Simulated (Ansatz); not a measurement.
**Amorphous Si30N44Hf3**

A CHGNet melt-quench gave the starting glass, which DFT then relaxed. N atoms were pushed apart under 1.9 Å during the dynamics, to hinder bonds among them. The hot cell started wider than the set density and was brought back towards it in steps. It is the lowest in DFT energy of 2 quenches. It is a model cell: composition and starting density were chosen by hand, and all elements were melted together. No dispersion term was used.

Methods: PBE, scalar-relativistic without spin-orbit coupling (Ansatz, a first-principles code); r2SCAN, scalar-relativistic without spin-orbit coupling (Ansatz); HSE06, scalar-relativistic without spin-orbit coupling (Ansatz). Geometry, pressure, stress and energy are those of the PBE run. Its sampling: a 2×2×2 Γ-centred mesh; Fermi-Dirac width 0.02 eV; no spin polarisation. Other functionals are single points at the zone centre (r2SCAN at 500 eV; exact exchange cut at the cell's faces), free to take moments where seeds were set. At PBE the levels at both edges of the gap are localised (band-tail or defect states), and the nearest spread-out levels lie 3.1 eV apart at the zone centre.

| Item | Value |
|---|---|
| Number of atoms in the cell | 77 |
| Density (held, not predicted) | 3.81 g/cm^3 |
| Volume per atom | 11.30 Å³ |
| Pressure on a 2×2×2 Γ-centred mesh | 0.92 GPa |
| Largest force and stress component on that mesh (the relaxation ran on the zone centre alone) | 0.09 eV/Å and 1.1 GPa |
| Gap between localised states on a 2×2×2 Γ-centred mesh (PBE) | 2.19 eV |
| Gap between localised states at the zone centre (PBE) | 2.30 eV |
| Gap between localised states at the zone centre (r2SCAN) | 2.66 eV |
| Gap between localised states at the zone centre (HSE06) | 3.59 eV |

Bonds are counted up to Si-Si 2.60 Å, Si-N 2.26 Å, Si-Hf 2.89 Å, N-N 1.70 Å, N-Hf 2.71 Å, Hf-Hf 3.34 Å. Two cations that share two anions don't count as bonded, nor two that share one unless they lie closer than Si-Si 2.38 Å, Si-Hf 2.81 Å, Hf-Hf 3.25 Å.

```json
{
 "Mean coordination of Si by anions": "4.13 (26 with 4, 4 with 5)",
 "Mean coordination of N": "3.18 (1 with 2, 34 with 3, 9 with 4)",
 "Mean coordination of Hf by anions": "5.33 (2 with 5, 1 with 6)",
 "Mean Si-N bond": "1.772 Å (spread 0.079 Å, 124 counted)",
 "Mean N-Hf bond": "2.238 Å (spread 0.130 Å, 16 counted)"
}
```

Its density started from a set value of 3.81 g/cm³. Cooling (nominally 380 K/ps over its main leg) ran many orders faster than in experiment, which tends to leave more defects and strain. One small periodic cell is one sample of the glass; other quenches scatter about these values. The volume was held where the preparation left it and the shape relaxed, at a PBE pressure of 0.9 GPa. Stress components on the final sampling reach 1.1 GPa.
